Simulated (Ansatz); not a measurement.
The starting structures come from a database of crystals and need not be the phases stable at ambient conditions.

 Where the default PAW files enter, the runs use the earlier of Ansatz's two default sets.

Here is the system:

```xyz
4
Lattice="4.9419 0.0000 0.0000 0.0000 6.1163 0.0000 2.4710 0.0000 2.4710" Properties=species:S:1:pos:R:3 pbc="T T T"
Pt     3.7064     3.0581     1.2355
Pt     1.2355     0.0000     1.2355
S      0.0000     4.5872     0.0000
S      0.0000     1.5291     0.0000
```

Space group of this cell: P4_2/mmc. The cell is taken as given.

Transport runs along the normal of the first two printed cell vectors, the (110) plane of the conventional cell.

The gap is the functional's own, uncorrected, and κ follows it; spin-orbit coupling is left out. Mid-gap values are interpolated between the computed energies.

### Question
Give the band gap and the smallest decay constant κ at mid-gap that r2SCAN (Ansatz, a first-principles code) yields.

### Answer
Gap 0.78 eV on a 12×6×12 mesh; κ = 0.117 1/Å, at the zone centre.
